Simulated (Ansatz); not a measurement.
Consider Ga₂O₃ in the corundum structure (space group R-3c, No. 167; a = 5.0003 Å, c = 13.4488 Å (hexagonal axes)). Axes: x lies along a and z along c of the hexagonal cell.

All numbers come from PBEsol/PAW in Ansatz (an electronic-structure program), spin-orbit coupling left out.

Now apply this change: every lattice vector is stretched by 1.50 %, atoms relaxed at fixed cell.

Q: Predict the stress tensor and what it implies for the stiffness.

A: Stress of the strained cell less that of the base (GPa, compression positive):
```
  -9.29    0.00    0.00
   0.00   -9.29    0.00
   0.00    0.00   -8.17
```

Then B = −ΔP/(ΔV/V₀) with ΔV/V₀ = 0.0457 gives secant stiffness values (nonlinear terms included at this strain): B (at held cell shape, above the free-shape value) ≈ 195 GPa.

As a check, the harmonic strain energy −½ V₀ Δσ:ε is 12 meV/atom; the computed energy rise is 13 meV/atom.

Stability against distortions was not tested.
